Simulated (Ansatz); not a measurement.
## TlGaSe2 (C2/c, No. 15): smallest direct gap on the k points sampled by level of theory

No measured value is used here.

| level (code) | value (eV) |
|---|---|
| LDA (Ansatz) | ? |
| PBEsol (Ansatz) | 1.16 |
| r²SCAN+SOC (Ansatz) | 1.43 |
| HSE06 (Ansatz) | 1.91 |
| PBE0 (Ansatz) | 2.52 |

**Question.** Complete the blanks.

**Answer.** 
- LDA (Ansatz, a first-principles code), value (eV): 1.09

At these levels the smallest gap is indirect and lower: r²SCAN+SOC 1.34, HSE06 1.83, PBE0 2.45 eV. Computed values are for a static lattice. Levels without +SOC have no spin–orbit coupling; where heavier elements are present it shifts gaps, mostly down, and can invert bands.  Values are at the measured cell. Cutoffs and k meshes differ between the levels. Ansatz's density-functional and Hartree–Fock values are scalar-relativistic unless marked +SOC, with PAW data made under PBE.
